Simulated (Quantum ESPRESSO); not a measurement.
A self-consistent single point of TiCrCuS4 (Cm, 7 atoms in the cell) with Quantum ESPRESSO.

Method: PBEsol, GBRV 1.5 ultrasoft (PBESOL) pseudopotentials (plane waves; Quantum ESPRESSO).

The change in words: lattice scaled by 1.015; ecutwfc: 50 Ry → 30 Ry; ecutrho: 400 Ry → 240 Ry. Reference geometry:
```
CELL_PARAMETERS angstrom
      6.50971    -1.74671     0.00000
      6.50971     1.74671     0.00000
     -2.74373     0.00000     5.32619
ATOMIC_POSITIONS crystal
  Ti 0.75566 0.75566 0.73360
  Cr 0.24391 0.24391 0.25626
  Cu 0.50131 0.50131 0.50125
  S  0.62362 0.62362 0.29409
  S  0.37783 0.37783 0.70723
  S  0.13404 0.13404 0.80180
  S  0.86362 0.86362 0.20577
```
Moments meant for the start (each program seeds them in its own way; μB, in the order of the atoms Ti Cr Cu S S S S): 0.0 3.0 0.0 0.0 0.0 0.0 0.0.

Reference input (self-consistent single point, DFT, PBEsol, plane waves, GBRV 1.5 ultrasoft (PBESOL) pseudopotentials): ecutwfc = 50 Ry; ecutrho = 400 Ry; occupations = smearing; smearing = cold; degauss = 0.0073499 Ry; nspin = 2; K_POINTS = automatic 6 6 4 0 0 0; conv_thr = 1e-10 Ry; mixing_beta = 0.3. This run's input differs from it in these lines:

```diff
@@ -12,4 +12,4 @@
  ntyp = 4
- ecutwfc = 50
- ecutrho = 400
+ ecutwfc = 30
+ ecutrho = 240
  occupations = 'smearing'
@@ -30,13 +30,13 @@
 CELL_PARAMETERS {angstrom}
-   6.5097110000    -1.7467060000     0.0000000000
-   6.5097110000     1.7467060000     0.0000000000
-  -2.7437310000     0.0000000000     5.3261870000
+   6.6073570000    -1.7729070000     0.0000000000
+   6.6073570000     1.7729070000     0.0000000000
+  -2.7848870000     0.0000000000     5.4060800000
 ATOMIC_POSITIONS {alat}
-Ti    1.1610503793    0.0000000000    0.5797185254
-Cr    0.3668347710    0.0000000000    0.2025063649
-Cu    0.7643156088    0.0000000000    0.3961067487
-S     1.0849095996    0.0000000000    0.2324010648
-S     0.4419419209    0.0000000000    0.5588799519
-S    -0.0674779817    0.0000000000    0.6336127504
-S     1.5844642004    0.0000000000    0.1626072532
+Ti    1.1610503766    0.0000000000    0.5797185099
+Cr    0.3668347706    0.0000000000    0.2025063595
+Cu    0.7643156073    0.0000000000    0.3961067381
+S     1.0849095910    0.0000000000    0.2324010586
+S     0.4419419265    0.0000000000    0.5588799370
+S    -0.0674779684    0.0000000000    0.6336127334
+S     1.5844641844    0.0000000000    0.1626072489
 K_POINTS {automatic}
```

The program printed (abridged):

```
     Self-consistent Calculation

     iteration #  1     ecut=    30.00 Ry     beta= 0.30

---- Real-time Memory Report at c_bands before calling an iterative solver
           240 MiB given to the printing process from OS
           215 MiB allocation reported by mallinfo(arena+hblkhd)
------------------

     negative rho (up, down):  1.679E-04 8.347E-04

     total energy              =    -760.01677759 Ry
     estimated scf accuracy    <      73.78952595 Ry

     total magnetization       =     3.06 Bohr mag/cell
     absolute magnetization    =     3.29 Bohr mag/cell

     iteration #  2     ecut=    30.00 Ry     beta= 0.30

   [... lines left out ...]
     Possible cause: smearing is larger than the electronic band-gap.

     negative rho (up, down):  3.710E-04 4.173E-03

     Magnetic moment per site  (integrated on atomic sphere of radius R)
     atom   1 (R=0.147)  charge=  9.5778  magn=  0.0957
     atom   2 (R=0.148)  charge= 11.9482  magn=  2.6817
     atom   3 (R=0.148)  charge= 17.4812  magn= -0.0002
     atom   4 (R=0.147)  charge=  4.1467  magn= -0.0383
     atom   5 (R=0.147)  charge=  4.1555  magn= -0.0204
     atom   6 (R=0.147)  charge=  4.1418  magn= -0.0230
     atom   7 (R=0.147)  charge=  4.1340  magn= -0.0491
     End of self-consistent calculation

     the Fermi energy is     8.5019 ev

!    total energy              =    -794.42947874 Ry
     estimated scf accuracy    <          9.5E-11 Ry
     smearing contrib. (-TS)   =       0.00056430 Ry
     internal energy E=F+TS    =    -794.43004305 Ry

     total magnetization       =     2.99 Bohr mag/cell
     absolute magnetization    =     3.50 Bohr mag/cell

     convergence has been achieved in  29 iterations

     negative rho (up, down):  3.710E-04 4.173E-03

     Forces acting on atoms (cartesian axes, Ry/au):

     atom    1 type  1   force =     0.00167829    0.00000000   -0.01340536
     atom    2 type  2   force =     0.00045059    0.00000000    0.00808383
     atom    3 type  3   force =     0.00029971    0.00000000    0.00034647
   [... lines left out ...]
     Total force =     0.047814     Total SCF correction =     0.000014
   [... lines left out ...]

     negative rho (up, down):  3.710E-04 4.173E-03
          total   stress  (Ry/bohr**3)                   (kbar)     P=     -233.29
  -0.00158009   0.00000000   0.00001987         -232.44        0.00        2.92
  -0.00000000  -0.00158409  -0.00000000           -0.00     -233.03       -0.00
   0.00001987   0.00000000  -0.00159339            2.92        0.00     -234.40

   JOB DONE.
```

The run converged in 29 iterations. Against the reference run the free energy goes up by 209 meV/atom, the pressure goes from -7.10 to -23.33 GPa, the largest force goes from 0.319 to 0.676 eV/Å and the size of the net moment stays at 0.43 μB/atom. The full log also holds: “WARNING: integrated charge=    69.00008315, expected=    69.00000000”. The full log also holds: “WARNING: integrated charge=    69.00006664, expected=    69.00000000”.

The starting cell comes from a database of computed structures (which also holds hypothetical and non-ambient phases and stackings), without a prior relaxation at this level. Its lattice was rescaled by a random factor within 2.5 % of one. For this run, on top of that: lattice scaled by 1.015. With one magnetic atom in the cell only a parallel order is possible.

Cost on one core of a shared machine: roughly 10 min.
